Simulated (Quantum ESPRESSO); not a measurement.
**Sensitivity of a calculation on Ba3AlN3 (P6_3/m, 14 atoms in the cell) to its settings**

```xyz
14
Lattice="8.2891 0.0000 0.0000 -4.1446 7.1786 0.0000 0.0000 0.0000 5.5460" Properties=species:S:1:pos:R:3 pbc="T T T"
Ba     5.1723     4.5707     1.3865
Ba    -1.0278     2.6078     4.1595
Ba    -1.3722     6.7647     4.1595
Ba     5.5168     0.4138     1.3865
Ba     1.7446     2.1940     1.3865
Ba     2.4000     4.9846     4.1595
Al     4.1446     2.3929     4.1595
Al     0.0000     4.7857     1.3865
N      4.9117     4.0613     4.1595
N     -0.7671     3.1173     1.3865
N     -1.0613     6.2843     1.3865
N      5.2059     0.8943     4.1595
N      2.3161     2.2230     4.1595
N      1.8285     4.9556     1.3865
```

Base run A: PBEsol, GBRV 1.5 ultrasoft (PBESOL) pseudopotentials run with Quantum ESPRESSO, self-consistent single point.

Its settings: ecutwfc = 40 Ry; ecutrho = 200 Ry; occupations = smearing; smearing = gaussian; degauss = 0.0036749 Ry; potentials = {Ba: ba_pbesol_v1.uspp.F.UPF, Al: al_pbesol_v1.uspp.F.UPF, N: n_pbesol_v1.2.uspp.F.UPF}; K_POINTS = automatic 2 2 3 0 0 0; conv_thr = 1e-11 Ry; mixing_beta = 0.4.

The starting cell comes from a database of computed structures (which also holds hypothetical and non-ambient phases and stackings), without a prior relaxation at this level. Its lattice was rescaled by a random factor within 2.5 % of one.

ΔF is the free energy per atom less that of run A. A dash stands where there is no value to compare (another energy zero or no entropy term, no result, no spin, no clean gap, or a mesh too coarse for one). Total energies depend on the potentials, the functional and any Hubbard or dispersion term, so they are compared only between runs that share all of them.

Run A gave: pressure (GPa) -0.73; largest force (eV/Å) 0.270; gap on the mesh (eV) 0.336.

Runs:
- B: pseudopotentials: {Ba: ba_pbesol_v1.uspp.F.UPF, Al: al_pbesol_v1.uspp.F.UPF, N: n_pbesol_v1.2.uspp.F.UPF} → {Ba: ba_pbe_v1.uspp.F.UPF, Al: al_pbe_v1.uspp.F.UPF, N: n_pbe_v1.2.uspp.F.UPF}; input_dft: default → wc [Wu-Cohen GGA]
- C: K_POINTS: automatic 2 2 3 0 0 0 → automatic 2 2 3 1 1 1
- D: lattice scaled by 1.03; ecutwfc: 40 Ry → 24 Ry; ecutrho: 200 Ry → 120 Ry
- E: nbnd: default → 80
- F: mixing_beta: 0.4 → 0.2; mixing_mode: default → plain
- G: ecutwfc: 40 Ry → 85 Ry; ecutrho: 200 Ry → default; pseudopotentials: {Ba: ba_pbesol_v1.uspp.F.UPF, Al: al_pbesol_v1.uspp.F.UPF, N: n_pbesol_v1.2.uspp.F.UPF} → {Ba: Ba.upf, Al: Al.upf, N: N.upf}
- H: use_all_frac: default → true
- I: mixing_ndim: default → 6

Q: What does run D change against A?

A: The free energy goes up by 308 meV/atom, the pressure goes from -0.73 to -12.63 GPa, the largest force goes from 0.270 to 0.436 eV/Å and the gap on the mesh goes from 0.336 to 0.202 eV.

Q: What does run G change against A?

A: The pressure goes from -0.73 to -1.27 GPa, the largest force moves little (0.270 to 0.275 eV/Å) and the gap on the mesh moves little (0.336 to 0.337 eV).

Q: What does run B change against A?

A: The pressure goes from -0.73 to -0.54 GPa, the largest force goes from 0.270 to 0.291 eV/Å and the gap on the mesh goes from 0.336 to 0.349 eV.

```csv
run,ΔF (meV/atom),pressure (GPa),largest force (eV/Å),gap on the mesh (eV)
A,0.00,-0.73,0.270,0.336
B,–,-0.54,0.291,0.349
C,-4.1,-0.70,0.244,1.179
D,307.7,-12.63,0.436,0.202
E,0.00,-0.73,0.270,0.336
F,0.00,-0.73,0.270,0.336
G,–,-1.27,0.275,0.337
H,0.00,-0.73,0.270,0.336
I,0.00,-0.73,0.270,0.336
```
